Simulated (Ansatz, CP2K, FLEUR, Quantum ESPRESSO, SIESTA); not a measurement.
**One structure in several programs: LaAu (Pnma, 8 atoms in the cell)**

Self-consistent single point.

```yaml
crystal:
  lattice:
    - [7.65052, 0.00000, 0.00000]
    - [0.00000, 4.89360, 0.00000]
    - [0.00000, 0.00000, 5.88454]
  atoms:
    - { symbol: La, position: [0.18783, 0.25000, 0.64701] }
    - { symbol: La, position: [0.81217, 0.75000, 0.35299] }
    - { symbol: La, position: [0.31217, 0.75000, 0.14701] }
    - { symbol: La, position: [0.68783, 0.25000, 0.85299] }
    - { symbol: Au, position: [0.03993, 0.25000, 0.15131] }
    - { symbol: Au, position: [0.96007, 0.75000, 0.84869] }
    - { symbol: Au, position: [0.46007, 0.75000, 0.65131] }
    - { symbol: Au, position: [0.53993, 0.25000, 0.34869] }
```

All programs got the same cell, k-point mesh and kind of occupations (in Ansatz's words: kpoints.mp_grid.grid = 2 3 3; scf.occupations.method = fermi_dirac; scf.occupations.width = 0.05 eV); potentials, basis and cutoffs are each program's usual ones.

```
code                                                                                                                                      model  pressure (GPa)  largest force (eV/Å)  k-points           cutoff
----------------  -----------------------------------------------------------------------------------------------------------------------------  --------------  --------------------  --------  ---------------
Quantum ESPRESSO                                                                           PBEsol, GBRV 1.5 ultrasoft (PBESOL) pseudopotentials           -2.84                 0.169         8            40 Ry
Ansatz                                                                                                          PBEsol, PAW files made with PBE           -2.83                 0.167         8          default
CP2K                                                                 PBEsol, GPW, DZVP-MOLOPT-SR-GTH basis, GTH-PBE potentials (GTH_POTENTIALS)           -0.90                 0.173        10      grid 500 Ry
FLEUR                                                                           PBEsol, all-electron FLAPW (FLEUR), scalar-relativistic valence               –                 0.167         8  Kmax 3.8 1/bohr
SIESTA            GGA PBEsol, numerical atomic orbitals DZP, PseudoDojo PBEsol standard norm-conserving potentials (rewritten from UPF to PSML)           -2.32                 0.178        11      grid 300 Ry
```

Size of the force on each atom (eV/Å): Sizes of forces hide their directions.

| code | La1 | La2 | La3 | La4 | Au5 | Au6 | Au7 | Au8 |
|---|---|---|---|---|---|---|---|---|
| Quantum ESPRESSO | 0.169 | 0.169 | 0.169 | 0.169 | 0.084 | 0.084 | 0.084 | 0.084 |
| Ansatz | 0.167 | 0.167 | 0.167 | 0.167 | 0.072 | 0.072 | 0.072 | 0.072 |
| CP2K | 0.168 | 0.168 | 0.173 | 0.173 | 0.017 | 0.017 | 0.017 | 0.017 |
| FLEUR | 0.167 | 0.167 | 0.167 | 0.167 | 0.072 | 0.072 | 0.072 | 0.072 |
| SIESTA | 0.178 | 0.178 | 0.178 | 0.178 | 0.116 | 0.116 | 0.116 | 0.116 |

A dash marks a value that a program does not give, or that is left out as unsure.

The spread over the programs that give each value: pressure within 1.94 GPa; largest force within 0.011 eV/Å.

The starting cell comes from a database of computed structures (which also holds hypothetical and non-ambient phases and stackings), without a prior relaxation at this level. On Ansatz's run: Spin-orbit coupling is off.

Q: Why do the programs differ, and what cannot be compared?

A: Differences of this kind can come from the potentials, where these differ, and from what each basis and cutoff leave unconverged. The valence holds different numbers of electrons (Quantum ESPRESSO 88, Ansatz (a quantum-chemistry and plane-wave program) 120, CP2K 88, FLEUR 112, SIESTA 120). The zero of total energies and Fermi levels follows the potentials and each program's conventions, so they are not compared here. CP2K and SIESTA use small atom-centred bases, whose incompleteness enters pressures, forces and empty levels differently from a plane-wave cutoff. FLEUR treats all electrons, but the usual bases taken here (sphere radii, linearisation, local orbitals, empty states) were not tested for convergence, so the values are no reference for the others. Ansatz's pressure is given at a fixed set of plane waves, as the other plane-wave codes print theirs. The programs reduce the same mesh by symmetry to different extents, which changes the work and not the result. In the pressure, CP2K (by 1.93) lies more than 1 GPa from the median of the plane-wave programs.

The shared mesh is coarse (it stands for a supercell whose shortest vector is 15 Å), so the values are not converged in it.

Left out of this page: ABINIT (with a known weakness of the program); Elk (not drawn, or without a comparable value).

Keys are those of Ansatz 0.2.
